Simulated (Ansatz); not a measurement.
Consider Zr in the hcp (Mg type) structure (space group P6_3/mmc, No. 194; a = 3.184 Å, c = 5.117 Å).

Level of theory: plane-wave PAW DFT at the PBEsol level (Ansatz, a quantum-chemistry and plane-wave program, 420 eV), no SOC.

Base values:

| Quantity | Value |
|---|---|
| Lattice parameter a | 3.184 Å |

Now apply this change: a hydrostatic pressure of 4.5 GPa.

### Question
Predict the new lattice parameter a.

### Answer
The lattice parameter a drops by 0.051 Å to 3.133 Å.

Load acts through the strain it causes; cell and atoms are relaxed under it. No phonon test of stability was made. All final runs are without spin polarisation. Measured, Zr leaves this structure (for the ω phase) near 3 GPa (temperature not stated; as listed in C. Cazorla, D. Alfè, M. J. Gillan, Physical Review B (2008)).
